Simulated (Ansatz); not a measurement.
The cell is built on a prototype and need not be the phase stable at ambient conditions.

By PBEsol, the system below comes out a metal.

The ballistic (Sharvin) conductance counts the channels at the Fermi level: G/A = (e²/h) × channels of both spins per area.

Given:

```xyz
2
Lattice="3.5430 0.0000 0.0000 0.0000 5.0106 0.0000 0.0000 2.5053 2.5053" Properties=species:S:1:pos:R:3 pbc="T T T"
Sn     0.0000     0.0000     0.0000
Ge     1.7715     2.5053     0.0000
```

Space group of this cell: Pm-3m, CsCl type. The cell was relaxed by PBE-D3(BJ).

The current flows along the normal of the first two printed cell vectors. No spin-orbit coupling; the value is a mean over 0.1 eV about the Fermi level.

### Question
State the ballistic conductance per area according to PBEsol run with Ansatz (a program for electronic structure).

### Answer
1.4 × 10¹⁵ S/m² for both spins.
